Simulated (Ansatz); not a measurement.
The decay constant κ of evanescent states in the gap governs leakage through a thin film.

```yaml
crystal:
  lattice:
    - [3.59510, 0.00000, 0.00000]
    - [0.00000, 3.59510, 0.00000]
    - [1.79755, -1.79755, 2.54212]
  atoms:
    - { symbol: Li, position: [0.00000, 0.00000, 0.00000] }
    - { symbol: Cl, position: [0.50000, 0.50000, 0.00000] }
```

Space group of this cell: Fm-3m, rock salt. The cell is taken as given; by r2SCAN its mean pressure is 0.6 GPa.

Transport runs along the normal of the first two printed cell vectors, the (001) plane of the conventional cell.

No gap correction and no spin-orbit coupling; mid-gap values are interpolated between computed energies.

Q: Estimate the band gap and the smallest decay constant κ at mid-gap that r2SCAN run with Ansatz (a first-principles code) returns for this system.

A: Gap 7.40 eV on a 12×12×12 mesh; κ = 0.475 1/Å, at (0.500, 0.000) of the in-plane reciprocal vectors. At the zone centre, at the nearest computed energy, the slowest state has κ = 0.53 1/Å.
